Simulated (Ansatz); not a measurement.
**NaF (model structure, started from the CsCl type, Pm-3m, No. 221, 2 atoms in the cell)**

These are PBEsol (plane waves, PAW; Ansatz, a first-principles code) values and carry that method's errors.

Run with plane-wave cutoff 520 eV, 12×12×12 k mesh, Fermi–Dirac smearing 0.01 eV, scalar-relativistic PAW data made under PBE.

Cell (relaxed at this level):

```cif
data_FNa
_chemical_formula_sum 'Na1 F1'
_space_group_name_H-M_alt 'Pm-3m'
_space_group_IT_number 221
_space_group_name_Hall '-P 4 2 3'
_cell_length_a 2.81656
_cell_length_b 2.81656
_cell_length_c 2.81656
_cell_angle_alpha 90.000
_cell_angle_beta 90.000
_cell_angle_gamma 90.000
loop_
_atom_site_label
_atom_site_type_symbol
_atom_site_symmetry_multiplicity
_atom_site_Wyckoff_symbol
_atom_site_fract_x
_atom_site_fract_y
_atom_site_fract_z
_atom_site_occupancy
Na1 Na 1 a 0.00000 0.00000 0.00000 1
F1 F 1 b 0.50000 0.50000 0.50000 1
```

```yaml
band_gap: 5.84 eV (on the SCF k mesh)
bulk_modulus: 53.4 GPa
```

Note: the bulk modulus is −V dP/dV from two relaxed cells at ±2 % in volume; the relaxation could raise the start's symmetry but not lower it, so the cell can be a saddle point.

Static lattice: no zero-point or thermal effects.

A model structure was made by putting elements into a prototype or built by hand; it is no filed structure, need not be a known phase, and can be a saddle point held by its symmetry.
